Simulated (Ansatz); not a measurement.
The reference is Ta in the bcc (W type) structure (space group Im-3m, No. 229; a = 3.3061 Å; relaxed with 0.1 eV smearing). Axes: x, y, z lie along the cube axes.

Structures relaxed with r2SCAN (Ansatz, a program for electronic structure, PAW, spin-orbit coupling left out).

Base:

Simulated powder pattern, Cu Kα1, λ = 1.54056 Å (kinematic, ideal powder, no thermal factors, no anomalous dispersion; the 8 strongest lines at most, above 2 %, up to 2θ = 90°):

| 2θ (°) | I/Imax (%) | hkl |
|---|---|---|
| 38.48 | 100 | (110) |
| 55.55 | 18 | (200) |
| 69.60 | 37 | (211) |
| 82.45 | 12 | (220) |

It is then changed as follows: uniaxial stress, 3 GPa tension along x, with the cell and atoms free to relax against it.

After the change:

Simulated powder pattern, Cu Kα1, λ = 1.54056 Å (kinematic, ideal powder, no thermal factors, no anomalous dispersion; the 8 strongest lines at most, above 2 %, up to 2θ = 90°):

```tsv
2θ (°)	d (Å)	I/Imax (%)	hkl
38.22	2.353	100	(110)
38.79	2.320	48	(011)
54.31	1.688	9.3	(200)
56.01	1.640	17	(020)
68.72	1.365	19	(211)
69.84	1.346	36	(121)
81.81	1.176	12	(220)
83.22	1.160	5.7	(022)
```

The indices refer to the base's conventional cell; one index is shown for lines that coincide. The space group is now I4/mmm (No. 139).

Load acts through the strain it causes; cell and atoms are relaxed under it. Stability under load was not tested beyond the relaxation. All final runs are without spin polarisation.
